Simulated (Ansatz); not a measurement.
Take ZnS in the zinc blende structure (space group F-43m, No. 216; a = 5.2968 Å) as the base. Axes: x, y, z lie along the cube axes.

Level of theory: LDA (Ansatz, a program for electronic structure), no spin-orbit coupling.

For the base:

Band gap: 2.13 eV

One thing is altered: tensor shear ε_xy = +1.71 % (engineering shear γ = 0.0342); the atoms relax in the strained cell.

Estimate the effect on the stress.

The stress (xx, yy, zz, yz, xz, xy; compression positive) amounts to (0.01, 0.01, -0.02, 0.00, 0.00, -1.78) GPa.

What happens to the band gap?

The band gap shrinks by 0.12 eV, from 2.13 eV to 2.01 eV.

What does the calculation give for the energy relative to the base after the change?

The energy goes up by 3.5 meV/atom.

Predict the new largest internal atomic displacement.

The largest internal atomic displacement is 0.017 Å.

Gaps are Kohn–Sham eigenvalue differences; semilocal functionals usually give less than the measured gap. Whether these cells are dynamically stable was not tested.
